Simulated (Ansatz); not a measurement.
A self-consistent single point of Cl₂ (Cmce, 4 atoms in the cell) with Ansatz (an electronic-structure program).

Level of theory: PBE (plane waves, PAW; Ansatz).

```
CELL_PARAMETERS angstrom
      3.18554    -2.00788     0.00000
      3.18554     2.00788     0.00000
      0.00000     0.00000     8.19990
ATOMIC_POSITIONS crystal
  Cl 0.88548 0.11452 0.60475
  Cl 0.11452 0.88548 0.39525
  Cl 0.61452 0.38548 0.10475
  Cl 0.38548 0.61452 0.89525
```

Reference input (self-consistent single point, DFT, PBE, plane waves, default PAW files): kpoints.mp_grid.grid = 10 10 4; hamiltonian.xc = pbe; hamiltonian.pseudopotentials = {kind: paw} (the program's default PAW files); scf.occupations.method = gaussian; scf.occupations.width = 0.0007 Ry. This run's input differs from it in these lines:

Ansatz 0.2 input:
```diff
@@ -13,2 +13,3 @@
     grid: [10, 10, 4]
+    shift: [0.5, 0.5, 0.5]
 hamiltonian:
```

Output, abridged:

```
SCF iter   1: F=—  HF=-4317.758597 eV  |F-HF|=—  |Δ(HF+E_count)|=         —  Δρ=1.81e-3  dr2=2.13e-3  ethr=1.77e-3  ⟨swp⟩=6.7  Hψ=6251  notcnv=0
all-band conjugate gradients solve this SCF's bands
preconditioner: auto → Resta (q_TF=auto, 2.189 Å⁻¹)
SCF iter   2: F=—  HF=-4317.758218 eV  |F-HF|=—  |Δ(HF+E_count)|=   3.79e-4  Δρ=9.47e-4  dr2=5.45e-4  ethr=7.60e-6  ⟨swp⟩=2.7  Hψ=2479  notcnv=0
SCF iter   3: F=—  HF=-4317.758268 eV  |F-HF|=—  |Δ(HF+E_count)|=   5.00e-5  Δρ=1.82e-4  dr2=3.51e-5  ethr=1.95e-6  ⟨swp⟩=2.4  Hψ=2121  notcnv=0
SCF iter   4: F=—  HF=-4317.758280 eV  |F-HF|=—  |Δ(HF+E_count)|=   1.15e-5  Δρ=6.22e-5  dr2=3.30e-6  ethr=1.25e-7  ⟨swp⟩=2.8  Hψ=1972  notcnv=0
SCF iter   5: F=—  HF=-4317.758281 eV  |F-HF|=—  |Δ(HF+E_count)|=   1.65e-6  Δρ=1.14e-5  dr2=1.42e-7  ethr=1.18e-8  ⟨swp⟩=2.8  Hψ=2162  notcnv=0
SCF iter   6: F=-4317.758281 eV  HF=-4317.758281 eV  |F-HF|=6.33e-9  |Δ(HF+E_count)|=   7.26e-8  Δρ=3.69e-6  dr2=1.11e-8  ethr=3.57e-10  ⟨swp⟩=4.1  Hψ=3854  notcnv=0
SCF 1 converged in 6 iterations: F = -4317.758281 eV  dr2 = 1.11e-8
Free energy (F): -4317.758281 eV
Internal energy: -4317.758281 eV  (E = F + TS)
E sigma→0 (E₀):  -4317.758281 eV
Fermi energy:    2.837482 eV
--- Forces (eV/Å), atoms counted from 1 ---
  atom   1  Cl     0.00000000     0.70196955     1.29153429
  atom   2  Cl     0.00000000    -0.70196955    -1.29153429
  atom   3  Cl     0.00000000    -0.70196955     1.29153429
  atom   4  Cl     0.00000000     0.70196955    -1.29153429
--- Stress (GPa, compression-positive) ---
        1.748342       0.000000       0.000000
        0.000000       3.651535       0.000000
        0.000000       0.000000       8.306890
  P = ⅓ Tr σ = 4.5689 GPa (45.689 kbar)
  The stress holds the Pulay correction. Without it, at fixed plane waves, as pw.x and ABINIT print it: P = 4.5664 GPa
```

The run converged in 6 iterations. Against the reference run the free energy stays essentially unchanged (within 1 meV/atom), the pressure stays at 4.57 GPa, the largest force stays at 1.470 eV/Å and the gap on the mesh goes from 2.517 to 2.572 eV.

The starting cell comes from a database of computed structures (which also holds hypothetical and non-ambient phases and stackings), without a prior relaxation at this level. Its lattice was rescaled by a random factor within 2.5 % of one. Forces in this geometry exceed 1 eV/Å. Ansatz's pressure includes its estimate of the finite-basis (Pulay) stress. The shifted mesh does not hold Γ, so a gap read on it misses any band edge there.
